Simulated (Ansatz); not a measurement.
All values below come from PBE (plane waves to 420 eV, PAW; Ansatz, a first-principles code).

Planar average of the electrostatic potential across the slab, in eV from the Fermi level, for a constructed model of the (110) surface of bcc Mo, a cell of two sites (a+b, b-a) layer of Ga, one a cell, on the site that continues the host's stacking (bottom of the slab: a bare face, its two planes held):

(z (Å), V (eV)): (3.89, 4.66); (4.17, 4.66); (4.44, 4.66); (4.72, 4.65); (5.00, 4.63); (5.28, 4.60); (5.56, 4.55); (5.83, 4.43); (6.11, 4.22); (6.39, 3.80); (6.67, 3.02); (6.94, 1.53); (7.22, -1.43); (7.50, -7.75); (7.78, -16.20); (8.06, -22.20); (8.33, -22.51); (8.61, -16.99); (8.89, -8.70); (9.17, -2.88); (9.44, -2.53); (9.72, -7.73); (10.00, -16.14); (10.28, -22.44); (10.56, -23.06); (10.83, -17.69); (11.11, -9.31); (11.39, -3.22); (11.67, -2.55); (11.94, -7.42); (12.22, -15.72); (12.50, -22.17); (12.78, -23.08); (13.06, -17.96); (13.33, -9.63); (13.61, -3.31); (13.89, -2.38); (14.17, -6.98); (14.44, -15.24); (14.72, -21.92); (15.00, -23.17); (15.28, -18.34); (15.56, -10.09); (15.83, -3.54); (16.11, -2.26); (16.39, -6.44); (16.67, -14.60); (16.94, -21.60); (17.22, -23.36); (17.50, -18.94); (17.78, -10.79); (18.06, -4.03); (18.33, -2.76); (18.61, -7.42); (18.89, -15.61); (19.17, -21.95); (19.44, -22.80); (19.72, -17.69); (20.00, -9.43); (20.28, -2.89); (20.56, -0.80); (20.83, -1.38); (21.11, -2.22); (21.39, -2.59); (21.67, -2.25); (21.94, -1.06); (22.22, 0.93); (22.50, 2.56); (22.78, 3.33); (23.06, 3.73); (23.33, 3.93); (23.61, 4.03); (23.89, 4.08); (24.17, 4.11); (24.44, 4.13); (24.72, 4.13); (25.00, 4.14); (25.28, 4.14); (25.56, 4.14); (25.83, 4.14)

Set-up: 13 atoms, 13.6 Å thick at the start with caps and adatoms (thin: gaps and levels are the slab's own); mesh 12x9x1; 0.1 eV smearing; dipole correction on; 4 atoms held, the rest relaxed; start symmetry kept, larger cells not searched; no spin, no spin-orbit, no U. It is one candidate, not shown to be the stable structure of the face.

Question: The surface cell has an area of 14.13 Å². What dipole along the normal does the step between the two vacuum levels imply?

Answer: the top vacuum level lies 0.52 eV below the bottom one; p = −ε₀ A ΔV (ε₀ = 0.005526 e/(V·Å)) gives 0.04 e·Å a cell.
